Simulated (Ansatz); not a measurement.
**SrTiO3, response to strain**

Consider SrTiO$_{3}$ in the cubic perovskite structure (space group Pm-3m, No. 221).

```
CELL_PARAMETERS angstrom
      3.93642     0.00000     0.00000
      0.00000     3.93642     0.00000
      0.00000     0.00000     3.93642
ATOMIC_POSITIONS crystal
  Sr 0.00000 0.00000 0.00000
  Ti 0.50000 0.50000 0.50000
  O  0.50000 0.00000 0.50000
  O  0.00000 0.50000 0.50000
  O  0.50000 0.50000 0.00000
```

Strains are applied to the cell and any free atomic positions relax.

Computed with PBE/PAW in Ansatz (an electronic-structure program), without spin-orbit coupling.

Notes on the quantities. energy relative to the base: free energy F.

```csv
isotropic strain (%),energy relative to the base (meV/atom)
-3,58.3
-2.4,36.5
-1.8,20.1
-1.2,?
0,0.0
```

Problem. Fit ΔE = Aε² + Bε³ (ε in %) to the rows shown and predict the withheld row.

Solution. Least squares on the printed values gives A = 5.79 and B = -0.23 meV/atom (largest residual 0.0 meV/atom); this predicts 8.7 meV/atom, and the run gives 8.8 meV/atom, in agreement.

Whether these cells are dynamically stable was not tested. All final runs are without spin polarisation. Many cubic perovskites are stable only at high temperature; tilts and polar distortions were not tested.
